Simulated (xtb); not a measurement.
xtb 6.7.1, GFN1-xTB: Mn(amdMe)(fmdH)(NH3)2 (CC1[N](C)[Mn]2(<-[NH3])(<-[NH3])([NH]C=[NH]->2)<-[N]=1C), charge 0, multiplicity 6, 30 atoms. The geometry is a generated start, not checked to be a minimum at this level.

```yaml
method: GFN1-xTB
"--acc": 1 (default)
"--etemp (K)": 300 (default)
detailed input (--input): "none: ANC optimiser, Lindh (1995) Hessian, microcycle=20, maxdispl=1.0, hlow=0.01 (default)"
basis_functions: 90
valence_electrons: 75
```

```xyz
30

Mn     0.9709     0.2040     0.1332
C     -3.0379    -0.6493    -0.2268
C     -1.5580    -0.3652    -0.3486
N     -1.0815     0.8176    -0.6996
C     -1.9855     1.8952    -1.0075
N     -0.6322    -1.2963    -0.1498
C     -1.0203    -2.6485     0.1620
H     -3.2199    -1.4360     0.5008
H     -3.4374    -0.9707    -1.1882
H     -3.5745     0.2420     0.0883
H     -1.4146     2.7116    -1.4505
H     -2.7536     1.5912    -1.7325
H     -2.4946     2.2870    -0.1133
H     -0.1318    -3.2772     0.1274
H     -1.4547    -2.7402     1.1669
H     -1.7439    -3.0413    -0.5636
C      1.9309    -0.2480     2.5364
N      1.0389     0.6914     2.3181
N      2.5398    -0.7699     1.5011
H      2.1803    -0.5614     3.5677
H      0.5949     1.0420     3.1597
H      3.2073    -1.4960     1.7374
N      1.7657     2.4623    -0.4240
H      2.4843     2.6836     0.2564
H      0.9438     3.0229    -0.2213
H      2.0972     2.6877    -1.3538
N      2.3225    -0.5783    -1.7613
H      2.4357    -1.5490    -1.4865
H      3.2380    -0.1706    -1.9054
H      1.7904    -0.5408    -2.6226
```

Charge 0 and multiplicity 6 are set for this test and not shown to be the ground state. GFN-xTB has no spin term: --uhf 5 sets the occupations alone.

The structure is relaxed from this start with --opt LEVEL for the levels crude, sloppy, loose, lax, normal, tight, vtight, extreme, once each. Up to the end of the extreme run atoms move by at most 1.8 Å along an axis.

Q: Choose the cheapest level whose final energy lies within 5 meV of that of extreme.

A: lax: 72 cycles against 136, ending 2.8 meV above.

| level | cycles | energy above the extreme run (meV) | gradient norm (eV/Å) |
|---|---|---|---|
| crude | 4 | 450 | 0.50 |
| sloppy | 43 | 120 | 0.20 |
| loose | 44 | 120 | 0.074 |
| lax | 72 | 2.8 | 0.10 |
| normal | 80 | 1.4 | 0.035 |
| tight | 96 | 0.42 | 0.011 |
| vtight | 122 | 0.038 | 0.0028 |
| extreme | 136 | — | 0.0020 |
